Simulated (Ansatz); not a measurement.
Reference: SrHfO$_{3}$ (Pm-3m), PBEsol, rigid bands (plane waves, PAW, scalar-relativistic; Ansatz, an electronic-structure program); axes and stresses refer to this cell.

```
CELL_PARAMETERS angstrom
      4.10579     0.00000     0.00000
      0.00000     4.10579     0.00000
      0.00000     0.00000     4.10579
ATOMIC_POSITIONS crystal
  Sr 0.50000 0.50000 0.50000
  Hf 0.00000 0.00000 0.00000
  O  0.00000 0.50000 0.00000
  O  0.50000 0.00000 0.00000
  O  0.00000 0.00000 0.50000
```

The Seebeck coefficient, p-type 1e19 cm⁻³ is 532 μV/K, the Seebeck coefficient, n-type 1e19 cm⁻³ is -329 μV/K and the band gap comes out as 3.72 eV.

Q: Change: spin-orbit coupling switched on. What happens to Seebeck coefficient, p-type 1e19 cm⁻³, Seebeck coefficient, n-type 1e19 cm⁻³, band gap?

A: Seebeck coefficient, p-type 1e19 cm⁻³ moves little, to 537 μV/K; Seebeck coefficient, n-type 1e19 cm⁻³ falls in size to -281 μV/K; band gap moves little, to 3.64 eV.

Seebeck coefficients are for the stated density at 300 K, with one relaxation time for all states and whether or not that doping can be reached. Spin-orbit coupling is left out unless a row names it. 

Formula and space group known from diffraction (Crystallography Open Database), not checked to be the room-temperature form: SrHfO3 (Pm-3m).
